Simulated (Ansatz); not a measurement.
# What strain tensor (xx, yy, zz, yz, xz, xy) = (+0.73, +1.41, −0.27, +0.52, −1.15, −1.47) % does to MgO

The reference is MgO in the rock salt structure (space group Fm-3m, No. 225; a = 4.214 Å). Axes: x, y, z lie along the cube axes.

Perturbation: the symmetric strain tensor [0.0073 -0.0147 -0.0115; -0.0147 0.0141 0.0052; -0.0115 0.0052 -0.0027], atoms relaxed at fixed cell.

Calculations: Ansatz (a quantum-chemistry and plane-wave program) PBEsol, scalar-relativistic without spin-orbit coupling. Γ-centred 13×13×13 mesh, Fermi–Dirac width 0.05 eV.

The volume per atom rises by 0.17 Å³, from 9.36 Å³ to 9.53 Å³ and the space group becomes P-1 (No. 2) (base: Fm-3m (No. 225)). The shortest interatomic distance decreases by 0.0104 bohr, from 3.982 bohr to 3.971 bohr and the energy goes up by 8.5 meV/atom. The pressure (mean of the normal stresses, compression positive) goes from zero to -2.68 GPa and the band gap falls by 0.32 eV, from 4.62 eV to 4.30 eV. The gap character is still direct at Γ and the valence-band top at Γ (three highest levels, from the VBM) changes from 0.00, 0.00, 0.00 eV to 0.00, -0.09, -0.29 eV. The stress (xx, yy, zz, yz, xz, xy; compression positive) amounts to (-2.85, -4.09, -1.11, -1.65, 3.38, 4.09) GPa.

Final structure:

```
CELL_PARAMETERS angstrom
     -0.05510     2.14775     2.11235
      2.09834    -0.02002     2.07727
      2.09149     2.10582    -0.01317
ATOMIC_POSITIONS crystal
  O  0.00000 0.00000 0.00000
  Mg 0.50000 0.50000 0.50000
```

Whether these cells are dynamically stable was not tested. Labels are those of the standard path for the cell's own space group.
